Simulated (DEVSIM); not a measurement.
Structure: Al/SiO2/p-Si capacitor, at 250 K.

```
layer (left to right)  material  thickness (nm)  Na (cm⁻³)
---------------------  --------  --------------  ---------
1                          SiO2            2.10          -
2                            Si           10000       3e15
```

Metal gate on the left, work function 4.1 eV. Fixed charge at the semiconductor interface 0 cm⁻² (in units of +e); no interface traps.

Constants are typed, rounded textbook-type inputs, not results; the design itself was drawn at random and stands for no fabricated device. Values at 300 K; Nc and Nv go as T^1.5, mobilities as T to minus their exponent, the gap by Varshni's rule with the affinity fixed.

| parameter | SiO2 | Si |
|---|---|---|
| gap (eV) | 9 | 1.124 |
| affinity (eV) | 0.9 | 4.05 |
| permittivity | 3.9 | 11.7 |
| Nc (cm⁻³) | - | 2.86e19 |
| Nv (cm⁻³) | - | 3.1e19 |
| Varshni α (eV/K) | - | 0.000473 |
| Varshni β (K) | - | 636 |

Simulated with DEVSIM: 1D Poisson equation in equilibrium, Boltzmann statistics, complete ionisation; no quantum confinement or tunnelling. Metal contacts follow the ideal Schottky-Mott rule: no Fermi-level pinning, no interface dipoles.

Base results: flat-band voltage (V) -0.89; capacitance of the dielectric stack (μF/cm²) 1.64; threshold voltage (band bending 2φF) (V) -0.12; minimum of the low-frequency capacitance (μF/cm²) 0.0199.

What follows from this one change: gate work function 4.1 → 3.8 eV?

flat-band voltage -0.89 → -1.19 V; capacitance of the dielectric stack little changed (1.64 μF/cm²); threshold voltage (band bending 2φF) -0.12 → -0.42 V; minimum of the low-frequency capacitance little changed (0.0199 μF/cm²).

What follows from this one change: temperature 250 → 400 K?

flat-band voltage -0.89 → -0.71 V; capacitance of the dielectric stack little changed (1.64 μF/cm²); threshold voltage (band bending 2φF) -0.12 → -0.27 V; minimum of the low-frequency capacitance 0.0199 → 0.0305 μF/cm².

What follows from this one change: fixed charge 0 → -3.6e+12 cm^-2?

flat-band voltage -0.89 → -0.54 V; capacitance of the dielectric stack little changed (1.64 μF/cm²); threshold voltage (band bending 2φF) -0.12 → 0.23 V; minimum of the low-frequency capacitance little changed (0.0201 μF/cm²).
